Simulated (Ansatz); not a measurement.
The reference is Al$_{2}$O$_{3}$ in the corundum structure (space group R-3c, No. 167; a = 4.7738 Å, c = 13.0147 Å (hexagonal axes)). Axes: x lies along a and z along c of the hexagonal cell.

Method: PBEsol/PAW in Ansatz (a quantum-chemistry and plane-wave program), spin-orbit coupling left out.

Strains are applied to the cell and any free atomic positions relax.

One change was made to it. Results:

```json
[
 {"quantity": "energy relative to the base (free energy F)", "base": "0 meV/atom", "after": "+0.3 meV/atom"},
 {"quantity": "valence-band top at Γ (three highest levels, from the VBM)", "base": "0.00, -0.04, -0.04 eV", "after": "0.00, -0.04, -0.04 eV"},
 {"quantity": "shortest interatomic distance", "base": "1.861 Å", "after": "1.858 Å"}
]
```

Problem. Name the change that was made.
A) tensor shear ε_xz = +0.40 %
B) tensor shear ε_xz = +1.60 %
C) tensor shear ε_xz = +2.00 %
D) tensor shear ε_xz = +1.20 %

Solution. A, tensor shear ε_xz = +0.40 %. For comparison, the energy relative to the base in the other runs: tensor shear ε_xz = +1.60 % gives +3.9 meV/atom; tensor shear ε_xz = +2.00 % gives +6.1 meV/atom; tensor shear ε_xz = +1.20 % gives +2.2 meV/atom.

The levels and masses belong to the bands next to the band gap. Stability against distortions was not tested.
